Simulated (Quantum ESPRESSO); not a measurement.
# A series of runs on CsK3 (Pm-3m, 4 atoms in the cell)

```
CELL_PARAMETERS angstrom
      7.03429     0.00000     0.00000
      0.00000     7.03429     0.00000
      0.00000     0.00000     7.03429
ATOMIC_POSITIONS crystal
  K  0.00000 0.50000 0.50000
  K  0.50000 0.00000 0.50000
  K  0.50000 0.50000 0.00000
  Cs 0.00000 0.00000 0.00000
```

Base run A: PBEsol, GBRV 1.5 ultrasoft (PBESOL) pseudopotentials run with Quantum ESPRESSO, self-consistent single point.

Its settings: ecutwfc = 40 Ry; ecutrho = 200 Ry; occupations = smearing; smearing = fermi-dirac; degauss = 0.0073499 Ry; potentials = {K: k_pbesol_v1.4.uspp.F.UPF, Cs: cs_pbesol_v1.uspp.F.UPF}; K_POINTS = automatic 5 5 5 0 0 0; conv_thr = 1e-09 Ry.

The starting cell comes from a database of computed structures (which also holds hypothetical and non-ambient phases and stackings), without a prior relaxation at this level.

A dash stands where there is no value to compare (another energy zero or no entropy term, no result, no spin, no clean gap, or a mesh too coarse for one). 

Run A gave: pressure (GPa) -0.56.

Runs:
- B: vdw_corr: default → grimme-d3; dftd3_version: default → 3; dftd3_threebody: default → false [PBEsol-D3(0)]
- C: vdw_corr: default → grimme-d3; dftd3_version: default → 4; dftd3_threebody: default → false [PBEsol-D3(BJ)]
- D: vdw_corr: default → grimme-d3; dftd3_version: default → 4; dftd3_threebody: default → true [PBEsol-D3(BJ) with three-body term]

**Question.** What does run C change against A?

**Answer.** The pressure goes from -0.56 to -0.77 GPa.

**Question.** What does run B change against A?

**Answer.** The pressure goes from -0.56 to -0.67 GPa.

```json
[
 {"run": "A", "pressure (GPa)": "-0.56", "dispersion energy (eV/atom)": "–"},
 {"run": "B", "pressure (GPa)": "-0.67", "dispersion energy (eV/atom)": "-0.098"},
 {"run": "C", "pressure (GPa)": "-0.77", "dispersion energy (eV/atom)": "-0.116"},
 {"run": "D", "pressure (GPa)": "-0.76", "dispersion energy (eV/atom)": "-0.114"}
]
```

Left out of this page: 1 run of the series held back from this collection.
